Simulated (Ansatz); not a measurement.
The starting structures come from a database of crystals and need not be the phases stable at ambient conditions.

 Where the default PAW files enter, the runs use the earlier of Ansatz's two default sets.

Tunnelling through a barrier is set by its complex band structure: the current falls as exp(−2κd) with the smallest κ.

```
FeMg2H6
1.0
    4.49371     0.00000     0.00000
    0.00000     6.35506     0.00000
    2.24685     3.17753     2.24685
Mg Fe H
2 1 6
Direct
  0.50000   0.25000   0.00000
  0.50000   0.75000   0.00000
  0.00000   0.00000   0.00000
  0.48594   0.24297   0.51406
  0.51406   0.75703   0.48594
  0.00000   0.75703   0.48594
  0.00000   0.24297   0.51406
  0.00000   0.24297   0.00000
  0.00000   0.75703   0.00000
```

Space group of this cell: Fm-3m. The cell is taken as given.

Transport runs along the normal of the first two printed cell vectors, the (110) plane of the conventional cell.

No gap correction and no spin-orbit coupling; mid-gap values are interpolated between computed energies.

Give the band gap and the smallest decay constant κ at mid-gap that r2SCAN run with Ansatz (a program for electronic structure) yields.

Gap 2.48 eV on a 14×14×14 mesh; κ = 0.400 1/Å, at (0.500, 0.000) of the in-plane reciprocal vectors. At the zone centre, at the nearest computed energy, the slowest state has κ = 0.44 1/Å.
